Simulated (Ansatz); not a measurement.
Levels about the gap of amorphous silicon oxynitride (Si24O36N8) (68 atoms in a cell of 983 Å³, 2.30 g/cm³; zone centre alone, so wide bands show as single levels with stretches between that a denser mesh fills), at the geometry that PBE relaxed, where it gives 0.1 GPa on a denser mesh. The participation number counts the atoms over which a state spreads; weights are charges in smoothed Voronoi cells. The levels come from a single point, so bond lengths are those of that geometry. Method of the levels: r2SCAN, scalar-relativistic without spin-orbit coupling (Ansatz, a first-principles code). Sampling: the zone centre alone; Fermi-Dirac width 0.01 eV; collinear spin, started from moments on atoms (the moments died out). At PBE the levels at the filled edge of the gap are localised (band-tail or defect states), and the nearest spread-out levels lie 4.2 eV apart at the zone centre.

The cell was made by melting and quenching with the CHGNet potential and then relaxed with DFT. O and N atoms were pushed apart under 1.9 Å during the dynamics, to hinder bonds among them. The hot cell started wider than the set density and was brought back towards it in steps. It is the lowest in DFT energy of 2 quenches. It is a model cell: composition and starting density were chosen by hand, and all elements were melted together. No dispersion term was used. A short ab initio anneal came between quench and relaxation. Its density started from a set value of 2.36 and ended at 2.30 g/cm³. Cooling (nominally 600 K/ps over its main leg) ran many orders faster than in experiment, which tends to leave more defects and strain. A cell of this size samples the disorder only roughly. Volume and shape were free in the relaxation.

```
E - E(highest filled), eV  filling  spin  participation number        largest on  weight N  weight Si  weight O
-------------------------  -------  ----  --------------------  ----------------  --------  ---------  --------
-0.67                       filled    dn                   2.9   N, 2 neighbours      0.73       0.11      0.16
-0.54                       filled    dn                   2.0   N, 2 neighbours      0.74       0.15      0.11
-0.54                       filled    up                   2.0   N, 2 neighbours      0.74       0.15      0.11
-0.27                       filled    up                   2.2   N, 2 neighbours      0.74       0.12      0.14
-0.27                       filled    dn                   2.2   N, 2 neighbours      0.74       0.12      0.14
0.00                        filled    dn                   2.1   N, 2 neighbours      0.79       0.13      0.08
0.00                        filled    up                   2.1   N, 2 neighbours      0.79       0.13      0.08
3.84                         empty    up                  53.8  Si, 4 neighbours      0.14       0.35      0.50
3.84                         empty    dn                  53.8  Si, 4 neighbours      0.14       0.35      0.50
4.69                         empty    up                   8.5  Si, 4 neighbours      0.26       0.54      0.20
4.69                         empty    dn                   8.5  Si, 4 neighbours      0.26       0.54      0.20
5.21                         empty    up                  19.4  Si, 4 neighbours      0.12       0.45      0.42
5.21                         empty    dn                  19.4  Si, 4 neighbours      0.12       0.45      0.42
5.54                         empty    up                  26.6  Si, 4 neighbours      0.16       0.44      0.40
```

Most localised among these is the filled level at -0.54 eV, on a N atom, which has 2 neighbours (Si 1.61 Å, Si 1.64 Å).
